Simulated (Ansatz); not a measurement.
**TiO$_{2}$ under load (space group I4_1/amd): band-edge transport data**

Here is the system:

```xyz
6
Lattice="-1.8283 1.8283 4.7766 1.8283 -1.8283 4.7766 1.8283 1.8283 -4.7766" Properties=species:S:1:pos:R:3 pbc="T T T"
Ti     0.0000     0.0000     0.0000
Ti     0.0000     1.8283     2.3883
O      0.0000     1.8283     4.3635
O      0.0000     0.0000     1.9753
O      0.0000     0.0000     7.5779
O      0.0000     1.8283     0.4130
```

Method: PBEsol, rigid bands (plane waves, PAW, scalar-relativistic; Ansatz, an electronic-structure program). Condition of this run: biaxial strain xx = yy = -3 %, z clamped. Cell: cell and atoms relaxed with PBEsol, then loaded as said.

```yaml
band_gap: 2.30 eV
electron conductivity mass (300 K, dilute): 0.40 (x), 0.40 (y), 4.0 (z) mₑ
hole conductivity mass (300 K, dilute): 2.2 (x), 2.2 (y), 1.08 (z) mₑ
effective density of states N_c (300 K): 1.9e19 cm⁻³
effective density of states N_v (300 K): 2.1e20 cm⁻³
density_of_states_mass_electrons: 0.82 mₑ
density_of_states_mass_holes: 4.1 mₑ
Seebeck coefficient, n-type 1e19 cm⁻³, 300 K: -274 μV/K
best n-type power factor at 300 K for τ = 10 fs (best axis; densities from 1e16 to 1e21 cm⁻³ tried, whether or not they can be reached): 7.8 μW/(cm·K²) at 1e20 cm⁻³
Seebeck coefficient, p-type 1e19 cm⁻³, 300 K: 481 μV/K
best p-type power factor at 300 K for τ = 10 fs (best axis; densities from 1e16 to 1e21 cm⁻³ tried, whether or not they can be reached): 26 μW/(cm·K²) at 3e20 cm⁻³
```

Rigid bands; masses and Seebeck coefficients take one relaxation time τ for all states and one kind of carrier; polarons and phonon drag are left out. Spin-orbit coupling is left out; where it splits the top of the valence band, N_v and the p-type Seebeck coefficient come out somewhat high without it.
